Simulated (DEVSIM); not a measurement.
Device: Cr/SiON/SiO2/p-Si capacitor, at 300 K.

Layer 1 from the left is SiON, thickness (nm) 2.00. Layer 2 from the left is SiO2, thickness (nm) 0.670. Layer 3 from the left is Si, thickness (nm) 500, Na (cm⁻³) 1.3e18.

Metal gate on the left, work function 4.5 eV. Fixed charge at the semiconductor interface -3.5e11 cm⁻² (in units of +e); no interface traps.

The device is made up for the run: typed textbook-type constants, with dimensions and the other settings drawn at random. Values at 300 K.

SiON: gap (eV) 7, affinity (eV) 1.4, permittivity 5.5. SiO2: gap (eV) 9, affinity (eV) 0.9, permittivity 3.9. Si: gap (eV) 1.124, affinity (eV) 4.05, permittivity 11.7, Nc (cm⁻³) 2.86e19, Nv (cm⁻³) 3.1e19.

Model (solved in DEVSIM): 1D Poisson equation in equilibrium, Boltzmann statistics, complete ionisation; no quantum confinement or tunnelling. Metal contacts follow the ideal Schottky-Mott rule: no Fermi-level pinning, no interface dipoles.

Problem. What does the simulation give for the minimum of the low-frequency capacitance, the flat-band voltage?

Solution. minimum of the low-frequency capacitance 0.304 μF/cm²; flat-band voltage -0.56 V.
